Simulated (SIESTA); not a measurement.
SIESTA run on LaAlAu (Pnma, 12 atoms in the cell): self-consistent single point.

Method of the run: GGA PBEsol, numerical atomic orbitals DZP, PseudoDojo PBEsol standard norm-conserving potentials (rewritten from UPF to PSML) run with SIESTA.

```xyz
12
Lattice="7.7803 0.0000 0.0000 0.0000 4.6957 0.0000 0.0000 0.0000 7.5478" Properties=species:S:1:pos:R:3 pbc="T T T"
La     7.6569     3.5218     5.1745
La     0.1234     1.1739     2.3733
La     4.0135     1.1739     1.4006
La     3.7667     3.5218     6.1472
Al     6.4462     3.5218     0.6461
Al     1.3341     1.1739     6.9017
Al     5.2242     1.1739     4.4200
Al     2.5561     3.5218     3.1278
Au     5.3425     3.5218     3.0750
Au     2.4378     1.1739     4.4728
Au     6.3279     1.1739     6.8489
Au     1.4523     3.5218     0.6989
```

Reference input (self-consistent single point, DFT, GGA PBEsol, numerical atomic orbitals DZP, PseudoDojo PBEsol standard norm-conserving potentials (rewritten from UPF to PSML)): XC.functional = GGA; XC.authors = PBEsol; potentials = PseudoDojo PBEsol standard; PAO.BasisSize = DZP; PAO.EnergyShift = 0.01 Ry; MeshCutoff = 300 Ry; kgrid.MonkhorstPack = 3 5 3; OccupationFunction = MP; OccupationMPOrder = 1; ElectronicTemperature = 272 meV; MaxSCFIterations = 150; SCF.Mixer.Method = Broyden. This run's input differs from it in these lines:

```diff
@@ -43,5 +43,4 @@
 %endblock kgrid.MonkhorstPack
-OccupationFunction           MP
-OccupationMPOrder            1
-ElectronicTemperature        272.0 meV
+OccupationFunction           FD
+ElectronicTemperature        100.0 meV
```

The program printed (abridged):

```
        iscf     Eharris(eV)        E_KS(eV)     FreeEng(eV)     dDmax    Ef(eV) dHmax(eV)
   scf:    1   -19473.750465   -19927.336241   -19927.615094  1.546515 -3.018710 42.280168
   scf:    2   -20127.141510   -20116.865825   -20117.100652  0.634481 -3.976249  4.001035
   scf:    3   -20121.839128   -20119.805217   -20120.052436  0.063084 -4.000923  2.155082
   scf:    4   -20120.684917   -20120.509016   -20120.770263  0.068526 -4.063028  0.739735
   scf:    5   -20120.580860   -20120.586773   -20120.850321  0.030306 -4.104125  0.284841
   scf:    6   -20120.567906   -20120.596508   -20120.863252  0.017186 -4.122871  0.189986
   scf:    7   -20120.612381   -20120.607168   -20120.872635  0.003901 -4.122493  0.077867
   scf:    8   -20120.607603   -20120.607781   -20120.873189  0.001390 -4.123831  0.027193
   scf:    9   -20120.607789   -20120.607787   -20120.873152  0.000162 -4.124559  0.033354
   scf:   10   -20120.607909   -20120.607882   -20120.873267  0.000375 -4.124698  0.002955
   scf:   11   -20120.607856   -20120.607870   -20120.873270  0.000069 -4.124888  0.000330
SCF Convergence by DM+H criterion
max |DM_out - DM_in|         :     0.0000686086
max |H_out - H_in|      (eV) :     0.0003299846
SCF cycle converged after 11 iterations

Using DM_out to compute the final energy and forces

siesta: E_KS(eV) =           -20120.6079

siesta: E_KS - E_eggbox =    -20120.6079

siesta: Atomic forces (eV/Ang):
     1   -0.013880   -0.000000   -0.035245
     2    0.013880   -0.000000    0.035245
     3    0.013880   -0.000000   -0.035245
     4   -0.013880   -0.000000    0.035245
     5    0.042110    0.000000   -0.003849
     6   -0.042110   -0.000000    0.003849
     7   -0.042110    0.000000   -0.003849
     8    0.042110    0.000000    0.003849
     9   -0.021308   -0.000000    0.006853
    10    0.021308   -0.000000   -0.006853
    11    0.021308    0.000000    0.006853
   [... lines left out ...]
siesta: FreeEng =    -20120.873270
   [... lines left out ...]
siesta:     0.014297   -0.000000    0.000000
siesta:    -0.000000    0.015359    0.000000
siesta:     0.000000    0.000000    0.012953

siesta: Cell volume =        275.748867 Ang**3

siesta: Pressure (static):
siesta:                Solid            Molecule  Units
siesta:          -0.00015469         -0.00015685  Ry/Bohr**3
siesta:          -0.01420280         -0.01440107  eV/Ang**3
siesta:         -22.75540050        -23.07305876  kBar
```

The run converged in 11 iterations. Against the reference run the free energy goes down by 11.1 meV/atom, the pressure moves little (-2.34 to -2.28 GPa) and the largest force goes from 0.049 to 0.042 eV/Å.

The starting cell comes from a database of computed structures (which also holds hypothetical and non-ambient phases and stackings), without a prior relaxation at this level. Values carry the incompleteness of an atom-centred basis.

Cost on one core of a shared machine: roughly 3 min.
